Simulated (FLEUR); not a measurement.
A self-consistent single point of As (R-3m, 2 atoms in the cell) with FLEUR.

Computed with FLEUR with PBE, all-electron FLAPW (FLEUR), scalar-relativistic valence.

The change in words: lattice scaled by 0.98. Reference geometry:
```xyz
2
Lattice="3.6804 -1.8800 0.0000 3.6804 1.8800 0.0000 2.7200 0.0000 3.1114" Properties=species:S:1:pos:R:3 pbc="T T T"
As     2.2883     0.0000     0.7063
As     7.7924     0.0000     2.4051
```

Reference input (self-consistent single point, DFT, PBE, all-electron FLAPW (FLEUR), scalar-relativistic valence): Kmax = 3.5 1/bohr; GmaxXC = 14 1/bohr; xcFunctional = pbe; jspins = 1; l_soc = F; mode = hist; fermiSmearingEnergy = 0.00183747 Htr; mesh (inpgen div1-3) = 7 7 7; inpgen gamma flag = false; Gmax = 14 1/bohr; numbands = 0; maxIterBroyd = 40. This run's input differs from it in these lines:

```diff
@@ -3,6 +3,6 @@
 &input film=f /
-0.8905400545 -0.4549048376 -0.0000000001
-0.8905400545 0.4549048376 -0.0000000001
-0.6581659911 0.0000000000 0.7528728500
-7.8097325375
+0.8905400466 -0.4549048531 0.0000000694
+0.8905400466 0.4549048531 0.0000000694
+0.6581659064 -0.0000000000 0.7528729240
+7.6535383778
 1.0 1.0 1.0
@@ -43,5 +43,5 @@
          <bravaisMatrix>
-            <row-1>    6.9548796395756733    -3.5526851116708738    -0.0000000007809733</row-1>
-            <row-2>    6.9548796395756733     3.5526851116708738    -0.0000000007809733</row-2>
-            <row-3>    5.1401003557696052     0.0000000000000000     5.8797355932453579</row-3>
+            <row-1>    6.8157824236209006    -3.4816317514483215     0.0000005311555634</row-1>
+            <row-2>    6.8157824236209006     3.4816317514483215     0.0000005311555634</row-2>
+            <row-3>    5.0372980235919220     0.0000000000000000     5.7621418174405035</row-3>
          </bravaisMatrix>
```

The program printed (abridged):

```
 Iteration:     1   Distance:       5.03396075 me/bohr^3
 Iteration:     2   Distance:       4.75065382 me/bohr^3
 Iteration:     3   Distance:       1.43806111 me/bohr^3
 Iteration:     4   Distance:       0.43788182 me/bohr^3
 Iteration:     5   Distance:       0.33756001 me/bohr^3
   [... 4 lines left out ...]
 Iteration:    10   Distance:       0.00095883 me/bohr^3
 Iteration:    11   Distance:       0.00011686 me/bohr^3
 Iteration:    12   Distance:       0.00010600 me/bohr^3
 Iteration:    13   Distance:       0.00000779 me/bohr^3
 Reset of history
 Run finished successfully
 Stop message:
   Structural relaxation: new displacements generated

[file out, last iteration]
             iter=     14
[...]
          total density-effective poten   -7.2294491544E+03
          total charge density-energy d   -1.6778828666E+02
 Updated energy parameters for spin:           1
[...]
 fermi energy and band-weighting factors:

[...]
FERMIE:
          first approx. to ef    (T=0)  :   0.313452 htr   (energy of the highest occ. eigenvalue)
          number of occ. states  (T=0)  :        660
          first approx. to seigv (T=0)  : -19.795028 htr
          sum of weights of occ. states :  15.000000
          sum of semicore charge        :   0.000000 e
FERHIS:  Fermi-Energy by histogram:
          bandgap                     :   0.000138 htr
   [... lines left out ...]
          charge neutrality (T=0)     :   0.000000    (zero if the highest occ. eigenvalue is "entirely" occupied)
     EF_NEWTON:  Adjust Fermi-Energy by Newton-Method.
 Direct bandgap for spin            1 :    1.3108311946834261E-002  Htr
   [... lines left out ...]
 ---->    (input%tkb*entropy) TS=              0.0000908664 htr
 ---->    free energy=                     -4522.1800079507 htr
      extrapolation for T->0
 ---->    total electron energy=           -4522.1799625175 htr
 ***** TOTAL FORCES ON ATOMS *****
 TOTAL FORCE FOR ATOM TYPE=  1  X=  4.238   Y=  0.000   Z=  1.308
                       FX_TOT= 0.013936 FY_TOT= 0.000000 FZ_TOT= 0.004301
```

The run converged in 13 iterations. FLEUR gives forces in its relaxation mode, with a further iteration, so its stop message speaks of a relaxation. Against the reference run the free energy goes up by 55.4 meV/atom and the largest force goes from 0.296 to 0.750 eV/Å.

The starting cell has typed, rounded lattice constants, without a prior relaxation at this level. For this run, on top of that: lattice scaled by 0.98. Values depend on the basis (sphere radii, cutoffs, local orbitals), which need not be converged. The log's line on a gap gives a spacing of levels on this mesh, which the program prints for metals too.

Cost on one core of a shared machine: roughly 50 s.
